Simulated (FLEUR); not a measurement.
Worked example: self-consistent single point of Sc (P6_3/mmc, 2 atoms in the cell) in FLEUR.

Method of the run: PBE, all-electron FLAPW (FLEUR), scalar-relativistic valence.

The change in words: lattice scaled by 0.98. Reference geometry:
```xyz
2
Lattice="1.6550 -2.8665 0.0000 1.6550 2.8665 0.0000 0.0000 0.0000 5.2700" Properties=species:S:1:pos:R:3 pbc="T T T"
Sc     1.6550     0.9555     1.3175
Sc     1.6550    -0.9555     3.9525
```

Reference input (self-consistent single point, DFT, PBE, all-electron FLAPW (FLEUR), scalar-relativistic valence): Kmax = 3.8 1/bohr; GmaxXC = 11.4 1/bohr; xcFunctional = pbe; jspins = 1; l_soc = F; mode = hist; fermiSmearingEnergy = 0.00367493 Htr; mesh (inpgen div1-3) = 11 11 6; inpgen gamma flag = true; Gmax = 11.4 1/bohr; numbands = 0; maxIterBroyd = 40. This run's input differs from it in these lines:

```diff
@@ -3,5 +3,5 @@
 &input film=f /
-1.6550000010 -2.8665440883 0.0000000000
-1.6550000010 2.8665440883 0.0000000000
-0.0000000000 0.0000000000 5.2700000000
+1.6218999409 -2.8092131024 0.0000000000
+1.6218999409 2.8092131024 0.0000000000
+0.0000000000 0.0000000000 5.1646000000
 1.8897261246
@@ -43,5 +43,5 @@
          <bravaisMatrix>
-            <row-1>    3.1274967381027263    -5.4169832509781992     0.0000000000000000</row-1>
-            <row-2>    3.1274967381027263     5.4169832509781992     0.0000000000000000</row-2>
-            <row-3>    0.0000000000000000     0.0000000000000000     9.9588566766419984</row-3>
+            <row-1>    3.0649466898059257    -5.3086433891738949     0.0000000000000000</row-1>
+            <row-2>    3.0649466898059257     5.3086433891738949     0.0000000000000000</row-2>
+            <row-3>    0.0000000000000000     0.0000000000000000     9.7596795431091596</row-3>
          </bravaisMatrix>
```

Output, abridged:

```
 Iteration:     1   Distance:       2.81415781 me/bohr^3
 Iteration:     2   Distance:       2.58491420 me/bohr^3
 Iteration:     3   Distance:       1.13909903 me/bohr^3
 Iteration:     4   Distance:       0.43154238 me/bohr^3
 Iteration:     5   Distance:       0.16082247 me/bohr^3
   [... 4 lines left out ...]
 Iteration:    10   Distance:       0.00037423 me/bohr^3
 Iteration:    11   Distance:       0.00002191 me/bohr^3
 Iteration:    12   Distance:       0.00001765 me/bohr^3
 Iteration:    13   Distance:       0.00000146 me/bohr^3
 Run finished successfully
 Stop message:
   Structural relaxation: Done

[file out, last iteration]
             iter=     14
[...]
          total density-effective poten   -2.4345698844E+03
          total charge density-energy d   -7.8184884541E+01
 Updated energy parameters for spin:           1
[...]
 fermi energy and band-weighting factors:
    0.328889    0.328889

[...]
FERMIE:
          first approx. to ef    (T=0)  :   0.238237 htr   (energy of the highest occ. eigenvalue)
          number of occ. states  (T=0)  :        695
          first approx. to seigv (T=0)  : -14.598436 htr
          sum of weights of occ. states :  11.024793
          sum of semicore charge        :   0.000000 e
FERHIS:  Fermi-Energy by histogram:
          bandgap                     :   0.000046 htr
   [... lines left out ...]
          charge neutrality (T=0)     :   0.049587    (zero if the highest occ. eigenvalue is "entirely" occupied)
     EF_NEWTON:  Adjust Fermi-Energy by Newton-Method.
 Direct bandgap for spin            1 :    6.5004498245956888E-003  Htr
   [... lines left out ...]
 ---->    (input%tkb*entropy) TS=              0.0045238929 htr
 ---->    free energy=                     -1528.4602230284 htr
      extrapolation for T->0
 ---->    total electron energy=           -1528.4579610820 htr
 ***** TOTAL FORCES ON ATOMS *****
 TOTAL FORCE FOR ATOM TYPE=  1  X=  0.000   Y= -3.539   Z=  2.440
                       FX_TOT= 0.000000 FY_TOT= 0.000000 FZ_TOT= 0.000000
 Structural relaxation: Done
```

The run converged in 13 iterations. FLEUR gives forces in its relaxation mode, with a further iteration, so its stop message speaks of a relaxation. Against the reference run the free energy rises by 11.7 meV/atom.

The starting cell has typed, rounded lattice constants, without a prior relaxation at this level. For this run, on top of that: lattice scaled by 0.98. Values depend on the basis (sphere radii, cutoffs, local orbitals), which need not be converged. The log's line on a gap gives a spacing of levels on this mesh, which the program prints for metals too.

Cost on one core of a shared machine: roughly 80 s.
